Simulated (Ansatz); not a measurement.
**What biaxial strain +2.50 %, plane normal [001], relaxed out of plane does to Al**

The parent structure is Al in the fcc (Cu type) structure (space group Fm-3m, No. 225; a = 4.015 Å; relaxed with 0.1 eV smearing). Axes: x, y, z lie along the cube axes.

Modification: tensile biaxial strain of 2.50 % in the plane normal to [001], as in epitaxy on a mismatched substrate; the out-of-plane cell vector and the atoms relax.

All numbers come from Ansatz (a quantum-chemistry and plane-wave program) PBEsol, no spin-orbit coupling. k-mesh 28×28×28 (Γ-centred); smearing 0.1 eV (Fermi–Dirac).

```json
[
 {"quantity": "space group", "base": "Fm-3m (No. 225)", "changed": "I4/mmm (No. 139)", "shift": "–"},
 {"quantity": "shortest interatomic distance", "base": "2.839 Å", "changed": "2.839 Å", "shift": "0.000 Å"},
 {"quantity": "energy relative to the base (free energy F)", "base": "0 meV/atom", "changed": "+6.3 meV/atom", "shift": "+6.3 meV/atom"},
 {"quantity": "pressure (mean of the normal stresses, compression positive)", "base": "0.0 GPa", "changed": "-1.7 GPa", "shift": "-1.7 GPa"},
 {"quantity": "band gap", "base": "zero", "changed": "zero", "shift": "–"},
 {"quantity": "out-of-plane strain", "base": "–", "changed": "-2.57 %", "shift": "–"},
 {"quantity": "ratio −ε⊥/ε∥", "base": "–", "changed": "1.03", "shift": "–"}
]
```

Cost of the whole job for the changed cell (relaxation, final SCF and bands): very roughly 60 core-seconds.

Whether these cells are dynamically stable was not tested.
